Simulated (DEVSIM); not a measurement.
**Ge n-p junction from an implanted or diffused profile**

Device: Ge n-p junction from an implanted or diffused profile, at 300 K.

| layer (left to right) | material | thickness (μm) | Na (cm⁻³) | τn (s) | τp (s) |
|---|---|---|---|---|---|
| 1 | Ge | 9.80 | 1.3e14 | 0.00017 | 0.00017 |

Added donor profile: 8.9e17 cm⁻³ × exp(−(x − 0.084 μm)²/(2·(0.04 μm)²)). Left contact: ohmic. Right contact: ohmic. Voltage is applied to the left contact. Recombination: SRH at mid-gap, Auger. Mobility is constant in doping.

Constants are typed, rounded textbook-type inputs, not results; the design itself was drawn at random and stands for no fabricated device. Values at 300 K.

```csv
parameter,Ge
gap (eV),0.664
affinity (eV),4
permittivity,16
Nc (cm⁻³),1.04e19
Nv (cm⁻³),6e18
μn (cm²/Vs),3900
μp (cm²/Vs),1900
Cn (cm⁶/s),1e-31
Cp (cm⁶/s),1e-31
```

Model (solved in DEVSIM): 1D drift-diffusion, Boltzmann statistics, complete ionisation; no tunnelling, impact ionisation, image-force lowering or self-heating.

The potential step across the device at zero bias is 0.266 V and the dark forward voltage at 1 A/cm² is 0.080 V. The dark forward voltage at 100 A/cm² is 0.274 V.

Dark forward current:

(V (V), J (A/cm²)): (-0.05, -0.34); (-0.10, -2.0); (-0.15, -8.3); (-0.20, -26); (-0.30, -150); (-0.35, -260); (-0.40, -400); (-0.45, -530); (-0.50, -660); (-0.55, -770); (-0.65, -950); (-0.70, -1000); (-0.75, -1100); (-0.80, -1200); (-0.85, -1200); (-0.90, -1300); (-1.00, -1400); (-1.05, -1500); (-1.10, -1500); (-1.15, -1600)
